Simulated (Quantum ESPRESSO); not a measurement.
## Variants of one calculation on Sn4SF6 (Cmc2_1, 22 atoms in the cell)

```cif
data_F12S2Sn8
_chemical_formula_sum 'Sn8 S2 F12'
_space_group_name_H-M_alt 'P 1'
_space_group_IT_number 1
_cell_length_a 7.63812
_cell_length_b 7.63812
_cell_length_c 8.89550
_cell_angle_alpha 90.000
_cell_angle_beta 90.000
_cell_angle_gamma 110.734
loop_
_space_group_symop_operation_xyz
  'x, y, z'
loop_
_atom_site_label
_atom_site_type_symbol
_atom_site_fract_x
_atom_site_fract_y
_atom_site_fract_z
_atom_site_occupancy
Sn1 Sn 0.32001 0.67999 0.14704 1
Sn2 Sn 0.67999 0.32001 0.64704 1
Sn3 Sn 0.64232 0.81262 0.66791 1
Sn4 Sn 0.35768 0.18738 0.16791 1
Sn5 Sn 0.18738 0.35768 0.66791 1
Sn6 Sn 0.81262 0.64232 0.16791 1
Sn7 Sn 0.15051 0.84949 0.55900 1
Sn8 Sn 0.84949 0.15051 0.05900 1
S1 S 0.33660 0.66340 0.43799 1
S2 S 0.66340 0.33660 0.93799 1
F1 F 0.73261 0.91833 0.89679 1
F2 F 0.26739 0.08167 0.39679 1
F3 F 0.08167 0.26739 0.89679 1
F4 F 0.91833 0.73261 0.39679 1
F5 F 0.14897 0.85103 0.11257 1
F6 F 0.85103 0.14897 0.61257 1
F7 F 0.49166 0.00602 0.67470 1
F8 F 0.50834 0.99398 0.17470 1
F9 F 0.99398 0.50834 0.67470 1
F10 F 0.00602 0.49166 0.17470 1
F11 F 0.38379 0.61621 0.78387 1
F12 F 0.61621 0.38379 0.28387 1
```

Base run A: PBEsol, GBRV 1.5 ultrasoft (PBESOL) pseudopotentials (Quantum ESPRESSO), self-consistent single point.

Its settings: ecutwfc = 40 Ry; ecutrho = 200 Ry; occupations = fixed; potentials = {Sn: sn_pbesol_v1.4.uspp.F.UPF, S: s_pbesol_v1.4.uspp.F.UPF, F: f_pbesol_v1.4.uspp.F.UPF}; K_POINTS = automatic 2 2 2 0 0 0; nbnd = 112; conv_thr = 1e-11 Ry; mixing_beta = 0.3.

The starting cell comes from a database of computed structures (which also holds hypothetical and non-ambient phases and stackings), without a prior relaxation at this level.

ΔF is the free energy per atom less that of run A. A dash stands where there is no value to compare (another energy zero or no entropy term, no result, no spin, no clean gap, or a mesh too coarse for one). Absolute energies have different zeros for different potentials, functionals, Hubbard and dispersion terms and are not compared across them.

Run A gave: pressure (GPa) -2.56; largest force (eV/Å) 0.476; k-points 6.

Runs:
- B: nbnd: 112 → 136
- C: occupations: fixed → smearing; nbnd: 112 → default; smearing: default → gauss; degauss: default → 0.0147 Ry
- D: ecutrho: 200 Ry → 80 Ry
- E: nosym: default → true
- F: K_POINTS: automatic 2 2 2 0 0 0 → automatic 3 3 3 1 1 1
- G: pseudopotentials: {Sn: sn_pbesol_v1.4.uspp.F.UPF, S: s_pbesol_v1.4.uspp.F.UPF, F: f_pbesol_v1.4.uspp.F.UPF} → {Sn: sn_lda_v1.4.uspp.F.UPF, S: s_lda_v1.4.uspp.F.UPF, F: f_lda_v1.4.uspp.F.UPF} [LDA (PZ)]
- H: ecutwfc: 40 Ry → 36 Ry; ecutrho: 200 Ry → 180 Ry
- I: nbnd: 112 → default
- J: pseudopotentials: {Sn: sn_pbesol_v1.4.uspp.F.UPF, S: s_pbesol_v1.4.uspp.F.UPF, F: f_pbesol_v1.4.uspp.F.UPF} → {Sn: sn_pbe_v1.4.uspp.F.UPF, S: s_pbe_v1.4.uspp.F.UPF, F: f_pbe_v1.4.uspp.F.UPF}; input_dft: default → wc [Wu-Cohen GGA]

Question: What does run J change against A?

Answer: The pressure goes from -2.56 to -2.43 GPa, the largest force goes from 0.476 to 0.455 eV/Å and the gap on the mesh hardly changes (2.386 to 2.389 eV).

Question: What does run D change against A?

Answer: The free energy goes down by 319 meV/atom, the pressure goes from -2.56 to 7.64 GPa, the largest force goes from 0.476 to 0.659 eV/Å and the gap on the mesh moves little (2.386 to 2.382 eV).

```tsv
run	ΔF (meV/atom)	pressure (GPa)	largest force (eV/Å)	k-points
A	0.00	-2.56	0.476	6
B	0.00	-2.56	0.476	6
C	0.00	-2.56	0.476	6
D	-319.1	7.64	0.659	6
E	0.00	-2.56	0.476	8
F	-0.46	-2.58	0.473	8
G	–	-4.69	0.740	6
H	14.8	-3.97	0.476	6
I	0.00	-2.56	0.476	6
J	–	-2.43	0.455	6
```
